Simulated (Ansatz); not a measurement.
We consider A15 V3Si (cubic form, which distorts at low temperature), described by PBE (plane waves, PAW; Ansatz, an electronic-structure program).

Numerical settings: plane-wave cutoff 520 eV, 12×12×12 k mesh, Fermi–Dirac smearing 0.05 eV, no spin polarisation, scalar-relativistic PAW data made under PBE.

Computed at the level's own relaxed cell.

Task: Give the computed volume per atom, bulk modulus B0, lattice parameter a and pressure derivative B′ of the bulk modulus.

Result: 
- volume per atom = 12.99 Å³/atom
- bulk modulus B0 = 192 GPa
- lattice parameter a = 4.701 Å
- pressure derivative B′ of the bulk modulus = 4.0

The run finds no gap.

Measured, for comparison: equilibrium volume per atom 13.18 Å³/atom, lattice constant a 4.724 Å (temperature not stated, no zero-point or thermal correction; as tabulated in Zeng et al. (2023), arXiv:2309.11055); bulk modulus 171 GPa (300 K, no zero-point or thermal correction, our sources range from 171 to 176; as tabulated in Lu and Klein (1997), arXiv:cond-mat/9704251). Computed (rounded) less measured: equilibrium volume per atom -1.4 %, bulk modulus +12 % (+9 % to +12 % over the range), lattice constant a -0.5 %. A static lattice is as a rule a little smaller and stiffer than an uncorrected measurement, which narrows the difference in the equilibrium volume per atom, lattice constant a and would widen misses of the other sign.

Note: symmetry holds this phase in the static calculation, where it need not be a minimum.
